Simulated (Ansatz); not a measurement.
## BaPtSb: biaxial strain +0.97 %, plane normal [001], relaxed out of plane

The parent structure is BaPtSb (space group P-6m2, No. 187; a = 4.558 Å, c = 4.888 Å; a cell from a computed database, its experimental status unchecked; relaxed with 0.1 eV smearing). Axes: x lies along a and z along c of the hexagonal cell.

Perturbation: tensile biaxial strain of 0.97 % in the plane normal to [001], as in epitaxy on a mismatched substrate; the out-of-plane cell vector and the atoms relax.

Calculations: Ansatz (an electronic-structure program), r2SCAN+rVV10, PAW, cutoff 500 eV, spin-orbit coupling left out. k-mesh 15×15×12 (Γ-centred); smearing 0.1 eV (Fermi–Dirac).

```tsv
quantity	base	changed	shift
volume per atom	29.31 Å³	29.61 Å³	+0.30 Å³
space group	P-6m2 (No. 187)	P-6m2 (No. 187)	–
shortest interatomic distance	2.631 Å	2.657 Å	+0.026 Å
band gap	zero	zero	–
out-of-plane strain	–	-0.92 %	–
mean in-plane stress (compression positive)	–	-1.6 GPa	–
```

Stability against distortions was not tested. All final runs are without spin polarisation. An odd electron count without spin: BaPtSb. BaPtSb has a high density of states at the Fermi level and may be magnetic at this level.
